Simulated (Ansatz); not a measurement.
The parent structure is InP in the wurtzite structure (space group P6_3mc, No. 186; a = 4.169 Å, c = 6.846 Å; a model cell, its experimental status unchecked).

Method: Kohn–Sham DFT with the r2SCAN functional, run in Ansatz (a quantum-chemistry and plane-wave program) with PAW and 500 eV plane waves, scalar-relativistic without spin-orbit coupling.

Base values:

- Gap between the host's bands = 1.10 eV
- Gap character = direct at Γ

The change: electron doping at 2.0×10^21 cm⁻³ (0.206 per cell), with a uniform compensating background at fixed cell and a 300 K Fermi–Dirac width.

Problem. How does this affect the gap between the host's bands, Fermi level from band edge and gap character?

Solution. The gap between the host's bands decreases by 0.025 eV to 1.07 eV; the Fermi level relative to the doped band's edge (positive inside the band; to 0.05 eV) is +1.00 eV; the gap character remains direct at Γ.

Carriers are added with a uniform compensating background; total energy and stress of such cells depend on the potential's zero and are not compared; many-body gap narrowing is missing at this level. Stability against distortions was not tested. This is not the structure that InP has at room temperature and ambient pressure.
